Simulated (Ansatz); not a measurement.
The slab is Si(111) 1x1 surface, 6 top atoms, 3 bilayers, bottom bilayer H-capped and fixed, every top atom capped by H; cell 11.5 x 6.6 Å; two neighbouring H replaced by OH; about 7 Å thick over the host's atoms, 18 atoms held. Level of theory: PBE-D3(BJ) (plane waves to 420 eV, PAW; Ansatz, an electronic-structure program). Sampling: 1x2x1 k points. Some slab states were started with spin and the others were run without it. Slab thickness, cell and mesh are as stated and are not converged limits. No zero-point or entropy terms are included. Each state was relaxed from one prepared geometry.

End state of this step: the surface fragment of GeCl4 exchanges a second ligand with a neighbouring O-H group. Atoms near the product:

```csv
atom,x (Å),y (Å),z (Å)
Si(1),2.016,3.366,9.489
Si(3),0.015,4.444,8.849
H(14),0.010,6.741,11.051
H(45),-1.944,3.291,11.062
O(48),2.334,3.442,11.165
H(49),0.937,3.950,12.281
Ge(a0),3.868,3.356,12.095
Cl(a2),3.902,4.998,13.444
Cl(a3),3.801,1.572,13.253
Cl(a4),-0.029,4.344,13.073
```

Question: What energy does it take to move HCl into the gas, one a cell, with the surface relaxed behind it, and what are its closest contacts before it leaves?

Answer: 0.29 eV. Its closest contacts to the rest of the cell: H(49)...O(48) 1.86 Å, Cl(a4)...H(45) 2.97 Å, H(49)...Ge(a0) 3.00 Å.
